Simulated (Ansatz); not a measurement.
Pressure series in Mg3Sb2

Base system: Mg₃Sb₂ (space group P-3m1, No. 164; a = 4.5959 Å, c = 7.2716 Å).

Cell and atoms are relaxed at each pressure.

Computed with Ansatz (a quantum-chemistry and plane-wave program), PBE, PAW, cutoff 420 eV, spin-orbit coupling left out.

Two rows of this table had their results exchanged by mistake.

```json
[
 {"pressure": "pressure −2 GPa", "volume per atom (Å³)": "28.08", "shortest distance (Å)": "2.887", "band gap": "0.12 eV"},
 {"pressure": "pressure −1 GPa", "volume per atom (Å³)": "27.29", "shortest distance (Å)": "2.866", "band gap": "0.14 eV"},
 {"pressure": "pressure 1.8 GPa", "volume per atom (Å³)": "25.57", "shortest distance (Å)": "2.818", "band gap": "0.17 eV"},
 {"pressure": "pressure 4.2 GPa", "volume per atom (Å³)": "24.46", "shortest distance (Å)": "2.785", "band gap": "0.15 eV"},
 {"pressure": "pressure 9 GPa", "volume per atom (Å³)": "22.78", "shortest distance (Å)": "2.732", "band gap": "zero"},
 {"pressure": "pressure 18 GPa", "volume per atom (Å³)": "16.09", "shortest distance (Å)": "2.475", "band gap": "zero"},
 {"pressure": "pressure 30 GPa", "volume per atom (Å³)": "18.81", "shortest distance (Å)": "2.589", "band gap": "zero"},
 {"pressure": "pressure 45 GPa", "volume per atom (Å³)": "17.23", "shortest distance (Å)": "2.525", "band gap": "zero"},
 {"pressure": "pressure 60 GPa", "volume per atom (Å³)": "20.66", "shortest distance (Å)": "2.659", "band gap": "zero"}
]
```

Task: Which two?

Result: The rows for pressure 18 GPa and pressure 60 GPa: the volume has to fall steadily with pressure, so 20.66 Å³ belongs to pressure 18 GPa and 16.09 Å³ to pressure 60 GPa.

Spin-orbit coupling, missing from the scalar runs, can matter with Sb. Load acts through the strain it causes; cell and atoms are relaxed under it. No phonon test of stability was made. Competing high-pressure phases were not computed. All final runs are without spin polarisation. The zero or small gap of Mg3Sb2 can change with the level of theory.
